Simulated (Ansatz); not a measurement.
## A computed series for ZnCu: pressure series

Start from ZnCu in the CsCl type structure (space group Pm-3m, No. 221; a = 2.964 Å).

Cell and atoms are relaxed at each pressure.

Computed with PBE, PAW, 420 eV (Ansatz, a first-principles code; without spin-orbit coupling).

Notes on the quantities. enthalpy: H = E + PV relative to the base's energy.

| change | enthalpy | lattice parameter a |
|---|---|---|
| base | – | 2.964 Å |
| pressure −2 GPa | -0.16 eV/atom | (withheld) |
| pressure −1 GPa | -0.08 eV/atom | 2.973 Å |
| pressure 0.9 GPa | +0.07 eV/atom | 2.956 Å |
| pressure 2.1 GPa | +0.17 eV/atom | 2.946 Å |
| pressure 4.5 GPa | +0.36 eV/atom | 2.929 Å |
| pressure 9 GPa | +0.71 eV/atom | 2.899 Å |
| pressure 15 GPa | +1.15 eV/atom | 2.865 Å |
| pressure 22.5 GPa | +1.69 eV/atom | 2.830 Å |
| pressure 30 GPa | +2.22 eV/atom | 2.800 Å |

Problem. Fill in the withheld entries from the trend.

Solution. 
- pressure −2 GPa, lattice parameter a: 2.982 Å

Load acts through the strain it causes; cell and atoms are relaxed under it. Whether these cells are dynamically stable was not tested. Competing high-pressure phases were not computed. All final runs are without spin polarisation.
